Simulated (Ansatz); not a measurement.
# A computed series for GaSb: carrier doping

Base system: GaSb in the zinc blende structure (space group F-43m, No. 216; a = 6.1324 Å).

Carriers are added at fixed cell with a uniform background; the Fermi–Dirac width is that of 300 K.

Computed with r2SCAN, PAW, 500 eV (Ansatz, a quantum-chemistry and plane-wave program; no spin-orbit coupling).

Notes on the quantities. Fermi level from band edge: Fermi level relative to the doped band's edge (positive inside the band; to 0.05 eV).

```csv
electron density (10^21 cm⁻³),Fermi level from band edge (eV)
1,0.70
3,0.95
5,?
10,1.25
```

Fit E_F = C n^s, fitted as a line in log–log form (a parabolic band gives s = 2/3) to the rows shown and predict the withheld row.

Least squares on the printed values gives C = 0.71 eV, s = 0.25 (largest residual 0.02 eV); this predicts 1.06 eV, and the run gives 1.05 eV, in agreement.

Charged cell with a jellium background: band edges are those of the host's band count, energies are not comparable with the neutral cell, and many-body gap narrowing is missing. Whether these cells are dynamically stable was not tested.
